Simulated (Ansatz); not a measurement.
Take BeTe in the zinc blende structure (space group F-43m, No. 216; a = 5.605 Å) as the base. Axes: x, y, z lie along the cube axes.

Levels (all Ansatz, a quantum-chemistry and plane-wave program, PAW, earlier PAW set): PBEsol (420 eV, no spin-orbit coupling); HSE06 (420 eV, spin-orbit coupling left out).

Its gap is 1.84 eV with PBEsol and 2.62 eV with HSE06.

The change: uniaxial stress, 2 GPa tension along z; all other stress components relax to zero.

With PBEsol the gap becomes 1.73 eV.

Q: If the HSE06 correction stayed the same, what would the HSE06 gap be, and what does the HSE06 run give?

A: A rigid correction of +0.78 eV gives 2.51 eV. The HSE06 run gives 2.51 eV, so the two effects roughly add.

Single points use the geometry relaxed with PBEsol. The hybrid gap comes from the SCF mesh plus the semilocal run's edge points and a few special points and is an upper bound. Spin-orbit coupling, missing from the scalar runs, can matter with Te. Load acts through the strain it causes; cell and atoms are relaxed under it. Beyond what the load breaks, stability against distortions was not tested.
